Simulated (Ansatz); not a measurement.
Al2Cu (I4/mcm, No. 140) was calculated with r²SCAN-D4 in Ansatz (plane waves, PAW).

Input file:

Ansatz 0.2 input:
```yaml
crystal:
  lattice:
    - [-2.9666027084, 2.9666027084, 2.3760161039]
    - [2.9666027084, -2.9666027084, 2.3760161039]
    - [2.9666027084, 2.9666027084, -2.3760161039]
  atoms:
    - { symbol: Al, position: [0.6592203587, 0.1592203587, 0.8184407173] }
    - { symbol: Al, position: [0.1592203587, 0.3407796413, 0.5] }
    - { symbol: Al, position: [0.8407796413, 0.6592203587, 0.5] }
    - { symbol: Al, position: [0.3407796413, 0.8407796413, 0.1815592827] }
    - { symbol: Cu, position: [0.75, 0.75, 0.0] }
    - { symbol: Cu, position: [0.25, 0.25, 0.0] }
basis:
  ecutwfc: 560
  ecutrho_ratio: 4
  xc_grid: 3
kpoints:
  mp_grid: { grid: [14, 14, 14] }
hamiltonian:
  xc: r2scan
  dispersion: d4
  pseudopotentials: { kind: paw }
scf:
  occupations: { method: fermi_dirac, width: 0.05 }
output:
  forces: true
  stress: true
  eigenvalues: true
relax:
  f_tol: 0.004
  escape_saddle: false
  max_steps: 80
  cell: { stress_tol: 0.02, fix: [volume] }
```

The run printed, among other lines:

```
Relaxation: its limit of steps is 80 (relax.max_steps)
Crystal: 6 atoms, lattice volume = 83.643 Å³
Basis set: ecut = 560 eV, 2557 PW (Γ), exchange–correlation on 120×120×120 points (27 copies of the dense FFT grid, shifted against one another)
Bands: 31, of which v1, the nominal top of the filled ones, is band 25 counted from 1 (24 counted from 0)
Symmetry: 16 space group operations
Space group: I4/mcm (ITA 140), of the structure as read, at distance tolerance 4.4e-5 Å
k-points: 244 of 2744
Functional: x = r2scan, c = r2scan; τ floored in thin density (d = 2e-4 eV/Å³)
SCF iter   1: F=—  HF=-15425.974760 eV  |F-HF|=—  |Δ(HF+E_count)|=         —  Δρ=2.95e-2  dr2=5.55e-1  dr2_τ=2.24e-2
SCF iter   2: F=—  HF=-15426.007619 eV  |F-HF|=—  |Δ(HF+E_count)|=   3.29e-2  Δρ=2.20e-2  dr2=2.03e-1  dr2_τ=2.75e-3
  ...
SCF 1 converged in 9 iterations: F = -15425.931131 eV  dr2 = 2.21e-9
Crystal: 6 atoms, lattice volume = 83.643 Å³
Initial density: handed on by an earlier stage of this run
SCF 2 converged in 5 iterations: F = -15425.931172 eV  dr2 = 6.12e-9
Crystal: 6 atoms, lattice volume = 83.643 Å³
SCF iter   5: F=—  HF=-15425.931172 eV  |F-HF|=—  |Δ(HF+E_count)|=  3.09e-11  Δρ=3.68e-7  dr2=9.69e-11  dr2_τ=2.30e-12
SCF iter   6: F=-15425.931172 eV  HF=-15425.931172 eV  |F-HF|=1.46e-11  |Δ(HF+E_count)|=  3.64e-12  Δρ=6.95e-8  dr2=6.61e-12  dr2_τ=2.11e-12
SCF 3 converged in 6 iterations: F = -15425.931172 eV  dr2 = 6.61e-12
SCF converged after 6 iterations
Free energy (F): -15425.931172 eV
Internal energy: -15425.916338 eV  (E = F + TS)
E sigma→0 (E₀):  -15425.923755 eV
Fermi energy:    11.261711 eV
--- Forces (eV/Å), atoms counted from 1 ---
  atom   1  Al    -0.00115837    -0.00115837     0.00000000
  atom   2  Al     0.00115837    -0.00115837     0.00000000
  atom   3  Al    -0.00115837     0.00115837     0.00000000
  atom   4  Al     0.00115837     0.00115837     0.00000000
  atom   5  Cu     0.00000000     0.00000000     0.00000000
  atom   6  Cu     0.00000000     0.00000000     0.00000000
--- Stress (GPa, compression-positive) ---
        2.507318       0.000000       0.000000
        0.000000       2.507318       0.000000
       -0.000000      -0.000000       2.484540
  P = ⅓ Tr σ = 2.4997 GPa (24.997 kbar)
```

The cell is one volume of an energy–volume scan, off the minimum.

The PAW data were made under PBE.

Note: the volume lies 6 % below that of the published cell.

Ansatz is a program for electronic structure.
